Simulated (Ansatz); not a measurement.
Start from TiB₂ (space group P6/mmm, No. 191; a = 3.032 Å, c = 3.224 Å; relaxed with 0.1 eV smearing). Axes: x lies along a and z along c of the hexagonal cell.

Method: plane-wave PAW DFT at the PBE level (Ansatz, a program for electronic structure, 420 eV), spin-orbit coupling left out.

Perturbation: the cell is stretched by 1.50 % along z with no lateral relaxation; the atoms relax in the strained cell.

**Question.** Predict the stress tensor and what it implies for the stiffness.

**Answer.** Stress of the strained cell less that of the base (GPa, compression positive):
```
   -1.4     0.0     0.0
    0.0    -1.4     0.0
    0.0     0.0    -6.5
```

Then −Δσ_ii/ε with ε = 0.0150 gives secant stiffness values (nonlinear terms included at this strain): C33 ≈ 435 GPa, C13 ≈ 96 GPa and C23 ≈ 96 GPa.

Whether these cells are dynamically stable was not tested. The final runs are not spin-polarised.
